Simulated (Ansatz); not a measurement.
Ta₂O₅ (within 0.1 Å of Cmmm, No. 65, 7 atoms in the cell; start mp-1238961) was calculated with PBEsol+SOC (Ansatz, an electronic-structure program, plane waves, PAW).

Settings: plane-wave cutoff 520 eV, 10×10×6 k mesh (along the axes of the cell as run), Fermi–Dirac smearing 0.01 eV, PAW data made under PBE.

Cell (relaxed with PBEsol):

```
CELL_PARAMETERS angstrom
      3.83935     0.00000    -0.02955
      0.00000     3.85998     0.00000
     -1.86819     0.00000     6.51876
ATOMIC_POSITIONS crystal
  Ta 0.64612 0.00000 0.79214
  Ta 0.35388 0.00000 0.20786
  O  0.64967 0.50000 0.79894
  O  0.35033 0.50000 0.20106
  O  0.18522 0.00000 0.87032
  O  0.81478 0.00000 0.12968
  O  0.50000 0.00000 0.50000
```

### Question
Predict the band gap and smallest direct gap on the k points sampled.

### Answer

* **band gap**: 2.14 eV (indirect)
* **smallest direct gap on the k points sampled**: 2.74 eV

Note: cell and atoms aren't relaxed at this level (pressure -0.3 GPa).

The result took about 6 core-minutes (a rough figure).

A start named mp-… is a Materials Project structure, which need not be a measured phase.
